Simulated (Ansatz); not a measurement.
Start from BN in the wurtzite structure (space group P6_3mc, No. 186).

```yaml
crystal:
  lattice:
    - [2.54100, 0.00000, 0.00000]
    - [-1.27050, 2.20057, 0.00000]
    - [0.00000, 0.00000, 4.20330]
  atoms:
    - { symbol: B, position: [0.33333, 0.66667, 0.00027] }
    - { symbol: B, position: [0.66667, 0.33333, 0.50027] }
    - { symbol: N, position: [0.33333, 0.66667, 0.37473] }
    - { symbol: N, position: [0.66667, 0.33333, 0.87473] }
```

Cartesian axes are those of the cell as printed.

Level of theory: Ansatz (a first-principles code), PBEsol, PAW, cutoff 420 eV, without spin-orbit coupling.

Strains are applied to the cell and any free atomic positions relax.

One change was made to it. Results:

The band gap drops by 0.05 eV to 4.91 eV; the energy goes up by 0.6 meV/atom.

Name the change that was made.
A. uniaxial strain ε_xx = −1.80 %
B. uniaxial strain ε_xx = −2.40 %
C. uniaxial strain ε_xx = −3.00 %
D. uniaxial strain ε_xx = −1.20 %
E. uniaxial strain ε_xx = −0.60 %

E, uniaxial strain ε_xx = −0.60 %. For comparison, the band gap in the other runs: uniaxial strain ε_xx = −3.00 % gives 4.66 eV; uniaxial strain ε_xx = −2.40 % gives 4.73 eV; uniaxial strain ε_xx = −1.80 % gives 4.79 eV; uniaxial strain ε_xx = −1.20 % gives 4.85 eV.

Whether these cells are dynamically stable was not tested.
